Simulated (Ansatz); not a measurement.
C vacancy + C vacancy + Co interstitial in diamond: one set of geometries, relaxed with PBE, evaluated in Ansatz (PAW, plane waves to 420 eV, 500 eV under r2SCAN) with PBE, r2SCAN.

Cell and caveats: 64-site cell; 2×2×2 shifted k-points; start: the C site; C 1.55 Å away; midway between the emptied sites; no Hubbard U; not converged in cell size; relaxed from one start, so a lower configuration may exist; flagged in the runs: a doubtful potential alignment.

| quantity | PBE | r2SCAN |
|---|---|---|
| host gap (eV) | 4.13 | … |
| neutral formation energy against graphite, hcp Co, ferromagnetic (eV) | 6.09 | … |
| largest moment on one atom at charge 0 (μB) | 0.41 | … |

Question: Given the lower rungs, what does r2SCAN give?

Answer: 
- host gap (eV), r2SCAN: 4.34
- neutral formation energy against graphite, hcp Co, ferromagnetic (eV), r2SCAN: 6.40
- largest moment on one atom at charge 0 (μB), r2SCAN: 0.55

Ansatz is an electronic-structure program.
